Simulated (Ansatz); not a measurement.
Response to strain in TiO2

The reference is TiO2 in the anatase structure (space group I4_1/amd, No. 141).

```yaml
crystal:
  lattice:
    - [-1.88489, 1.88489, 4.77584]
    - [1.88489, -1.88489, 4.77584]
    - [1.88489, 1.88489, -4.77584]
  atoms:
    - { symbol: Ti, position: [0.75000, 0.25000, 0.50000] }
    - { symbol: Ti, position: [0.00000, 0.00000, 0.00000] }
    - { symbol: O, position: [0.54247, 0.04247, 0.50000] }
    - { symbol: O, position: [0.79247, 0.79247, 0.00000] }
    - { symbol: O, position: [0.20753, 0.20753, 0.00000] }
    - { symbol: O, position: [0.95753, 0.45753, 0.50000] }
```

Cartesian axes are those of the cell as printed.

Strains are applied to the cell and any free atomic positions relax.

The values are results of PBEsol, PAW, 420 eV (Ansatz, an electronic-structure program; scalar-relativistic without spin-orbit coupling), not measurements.

Notes on the quantities. energy relative to the base: free energy F; pressure: mean of the normal stresses, compression positive.

```json
[
 {"change": "base", "smallest direct gap": "2.44 eV", "energy relative to the base": "0 meV/atom", "shortest interatomic distance": "1.928 Å", "band gap": "2.11 eV", "pressure": "0.00 GPa"},
 {"change": "tensor shear ε_xz = +1.67 %", "smallest direct gap": "2.45 eV", "energy relative to the base": "+1.8 meV/atom", "shortest interatomic distance": "1.924 Å", "band gap": "2.12 eV", "pressure": "___"},
 {"change": "tensor shear ε_xz = +1.33 %", "smallest direct gap": "2.45 eV", "energy relative to the base": "+1.2 meV/atom", "shortest interatomic distance": "1.925 Å", "band gap": "2.11 eV", "pressure": "-0.06 GPa"},
 {"change": "tensor shear ε_xz = +1.00 %", "smallest direct gap": "2.45 eV", "energy relative to the base": "___", "shortest interatomic distance": "1.925 Å", "band gap": "2.11 eV", "pressure": "-0.03 GPa"},
 {"change": "tensor shear ε_xz = +0.67 %", "smallest direct gap": "2.44 eV", "energy relative to the base": "+0.3 meV/atom", "shortest interatomic distance": "1.926 Å", "band gap": "2.11 eV", "pressure": "-0.02 GPa"},
 {"change": "tensor shear ε_xz = +2.00 %", "smallest direct gap": "2.45 eV", "energy relative to the base": "+2.6 meV/atom", "shortest interatomic distance": "1.923 Å", "band gap": "2.12 eV", "pressure": "___"},
 {"change": "tensor shear ε_xz = +0.33 %", "smallest direct gap": "2.44 eV", "energy relative to the base": "+0.1 meV/atom", "shortest interatomic distance": "1.928 Å", "band gap": "2.11 eV", "pressure": "0.00 GPa"}
]
```

Some entries are withheld; estimate them.


- tensor shear ε_xz = +1.67 %, pressure: -0.09 GPa
- tensor shear ε_xz = +1.00 %, energy relative to the base: +0.7 meV/atom
- tensor shear ε_xz = +2.00 %, pressure: -0.12 GPa

Whether these cells are dynamically stable was not tested. All final runs are without spin polarisation.
